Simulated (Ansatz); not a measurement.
Start from TlBr in the CsCl type structure (space group Pm-3m, No. 221; a = 3.840 Å). Axes: x, y, z lie along the cube axes.

All numbers come from LDA (Ansatz, a program for electronic structure), no SOC.

Strains are applied to the cell and any free atomic positions relax.

One change was made to it. Results:

The electron mass changes from 0.12 mₑ along k, 0.19 mₑ across (at X) to 0.10 mₑ along k, 0.18 mₑ across (at X); the shortest interatomic distance shrinks by 2.2 pm to 330.3 pm; the valley order (the lowest conduction-band minima on the path, energy above the VBM, named in the base's zone) changes from X along ⟨100⟩ 1.37 eV; R along ⟨111⟩ 1.49 eV to X along [001] 1.20 eV; R along [111] 1.28 eV; X along [010] 1.32 eV.

Q: Which change produced these results?
A. uniaxial strain ε_zz = +1.50 %
B. uniaxial strain ε_zz = +2.50 %
C. uniaxial strain ε_zz = +0.50 %
D. uniaxial strain ε_zz = −3.00 %
E. uniaxial strain ε_zz = −2.00 %

A: E, uniaxial strain ε_zz = −2.00 %. For comparison, the valley order in the other runs: uniaxial strain ε_zz = +0.50 % gives X along [010] 1.36 eV; X along [001] 1.39 eV; R along [111] 1.49 eV; uniaxial strain ε_zz = +2.50 % gives X along [010] 1.33 eV; X along [001] 1.49 eV; R along [111] 1.51 eV; uniaxial strain ε_zz = +1.50 % gives X along [010] 1.35 eV; X along [001] 1.44 eV; R along [111] 1.50 eV; uniaxial strain ε_zz = −3.00 % gives X along [001] 1.11 eV; R along [111] 1.18 eV; X along [010] 1.30 eV.

With Tl present, leaving out spin-orbit coupling can change the band edges. The levels and masses belong to the bands next to the band gap. Effective masses come from finite differences of ±0.01 Å⁻¹. Along k means along the line from Γ to the band edge. No phonon test of stability was made.
